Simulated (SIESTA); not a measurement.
Worked example: self-consistent single point of Ca₂GaCu₂ (Immm, 5 atoms in the cell) in SIESTA.

Method of the run: SIESTA with GGA PBEsol, numerical atomic orbitals DZP, PseudoDojo PBEsol standard norm-conserving potentials (rewritten from UPF to PSML).

The change in words: lattice scaled by 0.98. Reference geometry:
```yaml
crystal:
  lattice:
    - [-2.18686, 2.72865, 4.58024]
    - [2.18686, -2.72865, 4.58024]
    - [2.18686, 2.72865, -4.58024]
  atoms:
    - { symbol: Ca, position: [0.30549, 0.80549, 0.50000] }
    - { symbol: Ca, position: [0.69451, 0.19451, 0.50000] }
    - { symbol: Ga, position: [0.00000, 0.00000, 0.00000] }
    - { symbol: Cu, position: [0.74647, 0.50000, 0.24647] }
    - { symbol: Cu, position: [0.25353, 0.50000, 0.75353] }
```

Reference input (self-consistent single point, DFT, GGA PBEsol, numerical atomic orbitals DZP, PseudoDojo PBEsol standard norm-conserving potentials (rewritten from UPF to PSML)): XC.functional = GGA; XC.authors = PBEsol; potentials = PseudoDojo PBEsol standard; PAO.BasisSize = DZP; PAO.EnergyShift = 0.005 Ry; MeshCutoff = 400 Ry; kgrid.MonkhorstPack = 5 5 5; OccupationFunction = FD; ElectronicTemperature = 0.1 eV; MaxSCFIterations = 150; SCF.Mixer.Method = Pulay; SCF.Mixer.Weight = 0.25. This run's input differs from it in these lines:

```diff
@@ -13,5 +13,5 @@
 %block LatticeVectors
-    -2.186862000    2.728648000    4.580241000
-     2.186862000   -2.728648000    4.580241000
-     2.186862000    2.728648000   -4.580241000
+    -2.143125000    2.674075000    4.488636000
+     2.143125000   -2.674075000    4.488636000
+     2.143125000    2.674075000   -4.488636000
 %endblock LatticeVectors
@@ -19,7 +19,7 @@
 %block AtomicCoordinatesAndAtomicSpecies
-     4.132570252   -0.000000000    5.288276949  1
-     0.000000000    5.156397411    3.367124126  1
+     4.049919301   -0.000000000    5.182511202  1
+     0.000000000    5.053269387    3.299781511  1
      0.000000000    0.000000000    0.000000000  2
-     0.000000000    2.541794540    8.655401075  3
-     4.132570252    2.614602871   -0.000000000  3
+    -0.000000000    2.490958611    8.482292713  3
+     4.049919301    2.562310775   -0.000000000  3
 %endblock AtomicCoordinatesAndAtomicSpecies
```

Output (repeated stretches shortened):

```
        iscf     Eharris(eV)        E_KS(eV)     FreeEng(eV)     dDmax    Ef(eV) dHmax(eV)
   scf:    1   -13873.933738   -14295.188672   -14295.521398  6.560065 -0.686321 70.666086
   scf:    2   -14357.716504   -14466.275114   -14466.352352  5.286297 -4.484796 27.877458
   scf:    3   -14491.864582   -14480.274618   -14480.339007  0.475443 -4.156991 15.433360
   scf:    4   -14486.276855   -14487.115760   -14487.167865  0.732601 -3.703777  3.342931
   scf:    5   -14474.992916   -14482.253972   -14482.328309  0.546489 -3.454026 12.145494
   [... 7 lines left out ...]
   scf:   13   -14487.479316   -14487.479313   -14487.533500  0.000570 -3.805898  0.000164
   scf:   14   -14487.479312   -14487.479312   -14487.533500  0.000081 -3.805856  0.002219
   scf:   15   -14487.479313   -14487.479313   -14487.533500  0.000097 -3.805906  0.000003
   scf:   16   -14487.479313   -14487.479313   -14487.533500  0.000000 -3.805907  0.000002
SCF Convergence by DM+H criterion
max |DM_out - DM_in|         :     0.0000001872
max |H_out - H_in|      (eV) :     0.0000019967
SCF cycle converged after 16 iterations

Using DM_out to compute the final energy and forces

siesta: E_KS(eV) =           -14487.4793

siesta: E_KS - E_eggbox =    -14487.4793

siesta: Atomic forces (eV/Ang):
     1    0.000059   -0.000395   -0.211723
     2   -0.000059    0.000395    0.211723
     3   -0.000000    0.000000   -0.000000
     4   -0.000305    0.012718    0.000670
     5    0.000305   -0.012718   -0.000670
   Tot   -0.000000    0.000000    0.000000
   Max    0.211723
   Res    0.077450    sqrt( Sum f_i^2 / 3N )
   Max    0.211723    constrained

Stress tensor Voigt[x,y,z,yz,xz,xy] (kbar):      -41.00      -50.16      -73.64        0.34        0.03       -0.01
   [... lines left out ...]
siesta: FreeEng =    -14487.533500
   [... lines left out ...]
siesta:    -0.025590   -0.000007    0.000018
siesta:    -0.000007   -0.031310    0.000212
siesta:     0.000018    0.000212   -0.045960

siesta: Cell volume =        102.895283 Ang**3

siesta: Pressure (static):
siesta:                Solid            Molecule  Units
siesta:           0.00037343          0.00038072  Ry/Bohr**3
siesta:           0.03428679          0.03495599  eV/Ang**3
siesta:          54.93348703         56.00566992  kBar
```

The run converged in 16 iterations. Against the reference run the free energy goes up by 26.7 meV/atom, the pressure goes from 1.46 to 5.49 GPa and the largest force goes from 0.147 to 0.212 eV/Å.

The starting cell comes from a database of computed structures (which also holds hypothetical and non-ambient phases and stackings), without a prior relaxation at this level. Its lattice was rescaled by a random factor within 2.5 % of one. For this run, on top of that: lattice scaled by 0.98. Spin polarisation is off. Values carry the incompleteness of an atom-centred basis. With a pressure of about 5 GPa the cell is away from its equilibrium volume at this level.

Cost on one core of a shared machine: roughly 2 min.
